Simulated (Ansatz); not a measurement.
Given:

```
In2ZnO4
1.0
    0.00000     4.46107     4.46107
    4.46107     0.00000     4.46107
    4.46107     4.46107     0.00000
Zn In O
2 4 8
Cartesian
  2.23053   2.23053   2.23053
  0.00000   0.00000   0.00000
  3.34580   3.34580   5.57634
  3.34580   5.57634   3.34580
  5.57634   5.57634   5.57634
  5.57634   3.34580   3.34580
  3.39623   3.39623   3.39623
  7.75644   5.62677   5.62677
  5.52591   5.52591   3.39623
  5.62677   7.75644   5.62677
  3.39623   5.52591   5.52591
  7.75644   7.75644   7.75644
  5.52591   3.39623   5.52591
  5.62677   5.62677   7.75644
```

All values below come from PBEsol, rigid bands (plane waves, PAW, scalar-relativistic; Ansatz, a quantum-chemistry and plane-wave program). How the cell was made: cell and atoms relaxed with PBEsol.

Predict the electron conductivity mass (n e² τ/σ) at 300 K, by direction if it differs.

0.189 mₑ.

And the band gap?

1.28 eV at this level; semilocal functionals usually fall short of the measured gap.

Rigid bands, one relaxation time for all states, no polarons. Spin-orbit coupling is left out; where it splits the top of the valence band it changes the hole mass and lowers the gap by about a third of the splitting.

Computed structure with no diffraction record at hand here (it may be known, metastable or hypothetical): ZnIn2O4 (Fd-3m).
